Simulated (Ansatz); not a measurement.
**YN in the rock salt structure (space group Fm-3m, No. 225)**

Space group Fm-3m (No. 225); a = b = c = 4.8562 Å, α = β = γ = 90.00°

| atom | site | symmetry | x | y | z |
|---|---|---|---|---|---|
| Y | 4a | m-3m | 0.0000 | 0.0000 | 0.0000 |
| N | 4b | m-3m | 0.5000 | 0.5000 | 0.5000 |
(The calculation used a cell of 2 atoms; values per cell refer to that cell.)

Method: PBEsol/PAW in Ansatz (a quantum-chemistry and plane-wave program), no spin-orbit coupling. k-mesh 12×12×12 (Γ-centred); smearing 0.05 eV (Fermi–Dirac).

```json
{
 "volume_per_atom": "14.31 Å³",
 "density": "5.97 g/cm³",
 "band_gap": "0.08 eV, indirect, Γ → X",
 "Hole mass (degenerate bands, along [100])": "0.16, 0.99, 0.99 mₑ",
 "Lowest conduction-band minima above the VBM": "X along ⟨100⟩ 0.08 eV",
 "total_energy": "-2088.621 eV/atom (σ→0; compares only within this code and set-up)"
}
```

Effective masses come from finite differences of ±0.01 Å⁻¹. Whether these cells are dynamically stable was not tested. The base started in P3_121 and relaxed to Fm-3m at this level. A zero or small gap of YN can be the functional's error rather than a property of the material.
